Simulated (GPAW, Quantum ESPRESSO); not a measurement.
A Quantum ESPRESSO input for a self-consistent single point of YAlCo4 (P-6m2, 6 atoms in the cell) (DFT, LDA (PZ), plane waves, PSlibrary ultrasoft (LDA) pseudopotentials):

```fortran
&control
   calculation = 'scf'
   prefix = 'YAlCo4'
   outdir = './tmp/'
   pseudo_dir = './'
   tprnfor = .true.
   tstress = .true.
/
&system
   ibrav = 0
   nat = 6
   ntyp = 3
   ecutwfc = 55
   ecutrho = 385
   occupations = 'smearing'
   smearing = 'gaussian'
   degauss = 0.0036749
   nspin = 2
   starting_magnetization(3) = 0.333
/
&electrons
   conv_thr = 1.0d-10
   mixing_beta = 0.3
/
ATOMIC_SPECIES
Y     88.9058  Y.pz-spn-rrkjus_psl.1.0.0.UPF
Al    26.9815  Al.pz-n-rrkjus_psl.1.0.0.UPF
Co    58.9332  Co.pz-n-rrkjus_psl.1.0.0.UPF
CELL_PARAMETERS angstrom
   5.0458600324     0.0000000000     0.0000000000
  -2.5229300162     4.3698429720     0.0000000000
   0.0000000000     0.0000000000     3.8713300000
ATOMIC_POSITIONS crystal
Y     0.6666666667    0.3333333333    0.0000000000
Al    0.0000000000    0.0000000000    0.0000000000
Co    0.3333333333    0.6666666667    0.0000000000
Co    0.6598666667    0.8299333333    0.5000000000
Co    0.1700666667    0.3401333333    0.5000000000
Co    0.1700666667    0.8299333333    0.5000000000
K_POINTS automatic
5 5 6  0 0 0
```

Problem. Translate this input to GPAW.

Solution. One input that does it (others would too):

```python
from ase import Atoms
from ase.units import GPa
from gpaw import GPAW

atoms = Atoms(['Y', 'Al', 'Co', 'Co', 'Co', 'Co'],
              cell=[[5.045860, 0.000000, 0.000000],
                    [-2.522930, 4.369843, 0.000000],
                    [0.000000, 0.000000, 3.871330]],
              scaled_positions=[[0.666667, 0.333333, 0.000000],
                                [0.000000, 0.000000, 0.000000],
                                [0.333333, 0.666667, 0.000000],
                                [0.659867, 0.829933, 0.500000],
                                [0.170067, 0.340133, 0.500000],
                                [0.170067, 0.829933, 0.500000]],
              pbc=True)

atoms.set_initial_magnetic_moments([0.0, 0.0, 3.0, 3.0, 3.0, 3.0])

calc = GPAW(spinpol=True,
            mode={'name': 'pw', 'ecut': 800},
            xc='LDA',
            kpts={'size': (5, 5, 6), 'gamma': True},
            occupations={'name': 'methfessel-paxton', 'width': 0.05, 'order': 0},
            nbands=-12,
            symmetry={'symmorphic': False, 'tolerance': 0.0005},
            maxiter=150)

atoms.calc = calc

energy = atoms.get_potential_energy()
print('Energy (eV):', round(energy, 6))
forces = atoms.get_forces()
print('Forces (eV/Ang):')
print(forces.round(5))
stress = atoms.get_stress()
print('Stress (GPa, Voigt):', (stress / GPa).round(4))
```

Basis settings and potentials, where a program has them, do not carry over. This input uses DFT LDA (Perdew-Wang 92), plane waves, GPAW PAW datasets LDA (gpaw-data 1.0.1). LDA parametrisations can differ slightly between programs.

The starting cell comes from a database of computed structures (which also holds hypothetical and non-ambient phases and stackings), without a prior relaxation at this level.
